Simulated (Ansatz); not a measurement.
Take ZrC in the rock salt structure (space group Fm-3m, No. 225) as the base.

```
ZrC
1.0
    0.00000     2.33445     2.33445
    2.33445     0.00000     2.33445
    2.33445     2.33445     0.00000
Zr C
1 1
Direct
  0.00000   0.00000   0.00000
  0.50000   0.50000   0.50000
```

Level of theory: PBEsol in Ansatz (plane waves to 420 eV, PAW, no SOC).

One change was made to it. Results:

The shortest interatomic distance decreases by 0.0437 Å (2.334 Å → 2.291 Å); the density rises by 0.39 g/cm³, from 6.74 g/cm³ to 7.13 g/cm³.

### Question
Which change produced these results?
(A) pressure 2.1 GPa
(B) pressure 30 GPa
(C) pressure 15 GPa
(D) pressure 0.9 GPa

### Answer
C, pressure 15 GPa. For comparison, the shortest interatomic distance in the other runs: pressure 0.9 GPa gives 2.332 Å; pressure 30 GPa gives 2.255 Å; pressure 2.1 GPa gives 2.328 Å.

Load acts through the strain it causes; cell and atoms are relaxed under it. Stability against distortions was not tested. Competing high-pressure phases were not computed. All final runs are without spin polarisation.

Ansatz is a quantum-chemistry and plane-wave program.
